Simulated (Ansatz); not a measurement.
We consider Bi4Te3 (R-3m, No. 166, 7 atoms in the cell; start COD 9011203), described by PBEsol (plane waves, PAW; Ansatz, an electronic-structure program).

Run with plane-wave cutoff 520 eV, 10×10×10 k mesh, Fermi–Dirac smearing 0.01 eV, scalar-relativistic PAW data made under PBE.

Cell (relaxed at this level):

```yaml
crystal:
  lattice:
    - [2.21958, 1.28147, 13.83153]
    - [-2.21958, 1.28147, 13.83153]
    - [0.00000, -2.56295, 13.83153]
  atoms:
    - { symbol: Bi, position: [0.71422, 0.71422, 0.71422] }
    - { symbol: Bi, position: [0.28578, 0.28578, 0.28578] }
    - { symbol: Bi, position: [0.14666, 0.14666, 0.14666] }
    - { symbol: Bi, position: [0.85334, 0.85334, 0.85334] }
    - { symbol: Te, position: [0.00000, 0.00000, 0.00000] }
    - { symbol: Te, position: [0.42194, 0.42194, 0.42194] }
    - { symbol: Te, position: [0.57806, 0.57806, 0.57806] }
```

**Question.** Predict the band gap, Γ–Γ gap and bulk modulus B0.

**Answer.** 
* **band gap**: 0.12 eV (on the SCF k mesh)
* **Γ–Γ gap**: 0.95 eV
* **bulk modulus B0**: 40.4 GPa

Note: the relaxation could not lower the start's symmetry, so the cell can be a saddle point above a distorted one; the bulk modulus is −V dP/dV from two relaxed cells at ±2 % in volume.

Spin–orbit coupling is not included; it can close the smallest gap of 0.12 eV.

Cost on a shared machine: about 8 core-minutes (a rough figure).
